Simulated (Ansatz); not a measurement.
System: BeMo (model structure, started from the CuAu type, P4/mmm, No. 123, 2 atoms in the cell). Method: PBE in Ansatz (PAW).

Settings: plane-wave cutoff 520 eV, 20×20×16 k mesh (along the axes of the cell as run), Fermi–Dirac smearing 0.05 eV, no spin polarisation, scalar-relativistic PAW data made under PBE.

Cell (relaxed at this level):

```cif
data_BeMo
_chemical_formula_sum 'Be1 Mo1'
_space_group_name_H-M_alt 'P4/mmm'
_space_group_IT_number 123
_space_group_name_Hall '-P 4 2'
_cell_length_a 2.64644
_cell_length_b 2.64644
_cell_length_c 3.49316
_cell_angle_alpha 90.000
_cell_angle_beta 90.000
_cell_angle_gamma 90.000
loop_
_atom_site_label
_atom_site_type_symbol
_atom_site_symmetry_multiplicity
_atom_site_Wyckoff_symbol
_atom_site_fract_x
_atom_site_fract_y
_atom_site_fract_z
_atom_site_occupancy
Be1 Be 1 d 0.50000 0.50000 0.50000 1
Mo1 Mo 1 a 0.00000 0.00000 0.00000 1
```

Task: What does this level give for the bulk modulus?

Result: 
* **bulk modulus**: 179 GPa

Note: the run has no spin polarisation, so it can have missed a magnetic state; the bulk modulus is −V dP/dV from two relaxed cells at ±2 % in volume; the relaxation could raise the start's symmetry but not lower it, so the cell can be a saddle point.

Static lattice: no zero-point or thermal effects.

It cost very roughly 100 core-seconds of CPU time.

A model structure was made by putting elements into a prototype or built by hand; it is no filed structure, need not be a known phase, and can be a saddle point held by its symmetry.

Ansatz is a program for electronic structure.
